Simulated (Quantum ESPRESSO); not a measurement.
A self-consistent single point of WC (P-6m2, 2 atoms in the cell) with Quantum ESPRESSO.

Method: PBE, SSSP 1.1.2 precision (PBE) pseudopotentials (plane waves; Quantum ESPRESSO).

The change in words: lattice scaled by 0.98. Reference geometry:
```yaml
crystal:
  lattice:
    - [1.45500, -2.52013, 0.00000]
    - [1.45500, 2.52013, 0.00000]
    - [0.00000, 0.00000, 2.84000]
  atoms:
    - { symbol: W, position: [0.00000, 0.00000, 0.00000] }
    - { symbol: C, position: [0.33333, 0.66667, 0.50000] }
```

Reference input (self-consistent single point, DFT, PBE, plane waves, SSSP 1.1.2 precision (PBE) pseudopotentials): ecutwfc = 55 Ry; ecutrho = 440 Ry; occupations = smearing; smearing = gauss; degauss = 0.019992 Ry; potentials = {W: W_pbe_v1.2.uspp.F.UPF, C: C.pbe-n-kjpaw_psl.1.0.0.UPF}; K_POINTS = automatic 17 17 15 0 0 0; conv_thr = 1e-10 Ry. This run's input differs from it in these lines:

```diff
@@ -11,3 +11,3 @@
     ibrav = 0
-    celldm(1) = 5.4991030281
+    celldm(1) = 5.3891206933
     nat = 2
@@ -29,6 +29,6 @@
    0.5000000000     0.8660254038     0.0000000000
-   0.0000000000     0.0000000000     0.9759450162
+   0.0000000000     0.0000000000     0.9759450659
 ATOMIC_POSITIONS {angstrom}
 W     0.0000000000    0.0000000000    0.0000000000
-C     1.4550000014    0.8400446425    1.4200000000
+C     1.4258999288    0.8232437077    1.3916000000
 K_POINTS {automatic}
```

Output, abridged:

```
     Self-consistent Calculation

     iteration #  1     ecut=    55.00 Ry     beta= 0.70

---- Real-time Memory Report at c_bands before calling an iterative solver
           176 MiB given to the printing process from OS
            74 MiB allocation reported by mallinfo(arena+hblkhd)
------------------

     negative rho (up, down):  6.539E-02 0.000E+00

     total energy              =    -177.35318841 Ry
     estimated scf accuracy    <       0.47661709 Ry

     iteration #  2     ecut=    55.00 Ry     beta= 0.70

---- Real-time Memory Report at c_bands before calling an iterative solver
   [... lines left out ...]
           243 MiB given to the printing process from OS
            97 MiB allocation reported by mallinfo(arena+hblkhd)
------------------

     negative rho (up, down):  6.823E-02 0.000E+00

     total energy              =    -177.59626016 Ry
     estimated scf accuracy    <          1.0E-10 Ry

     iteration # 10     ecut=    55.00 Ry     beta= 0.70

---- Real-time Memory Report at c_bands before calling an iterative solver
           243 MiB given to the printing process from OS
            97 MiB allocation reported by mallinfo(arena+hblkhd)
------------------

     negative rho (up, down):  6.823E-02 0.000E+00
     End of self-consistent calculation

     the Fermi energy is    22.0512 ev

!    total energy              =    -177.59626016 Ry
     estimated scf accuracy    <          1.7E-11 Ry
     smearing contrib. (-TS)   =      -0.00075454 Ry
     internal energy E=F+TS    =    -177.59550562 Ry

      -> PAW hartree energy AE =       8.18818324 Ry
      -> PAW hartree energy PS =      -8.17963915 Ry
      -> PAW xc energy AE      =     -10.35752888 Ry
      -> PAW xc energy PS      =       4.17973022 Ry
      -> total E_H with PAW    =      16.33713198 Ry
      -> total E_XC with PAW   =     -52.26796073 Ry

     convergence has been achieved in  10 iterations

     negative rho (up, down):  6.823E-02 0.000E+00

     Forces acting on atoms (cartesian axes, Ry/au):

   [... lines left out ...]
     Total force =     0.000000     Total SCF correction =     0.000000
   [... lines left out ...]

     negative rho (up, down):  6.823E-02 0.000E+00
          total   stress  (Ry/bohr**3)                   (kbar)     P=      330.47
   0.00216187  -0.00000000  -0.00000000          318.02       -0.00       -0.00
   0.00000000   0.00216187   0.00000000            0.00      318.02        0.00
  -0.00000000   0.00000000   0.00241564           -0.00        0.00      355.35

   JOB DONE.
```

The run converged in 10 iterations. Against the reference run the free energy rises by 70.3 meV/atom and the pressure goes from 4.91 to 33.05 GPa.

The starting cell has typed, rounded lattice constants, without a prior relaxation at this level. For this run, on top of that: lattice scaled by 0.98. Spin polarisation is off. With a pressure of about 33 GPa the cell is away from its equilibrium volume at this level.

Cost on one core of a shared machine: roughly 30 s.
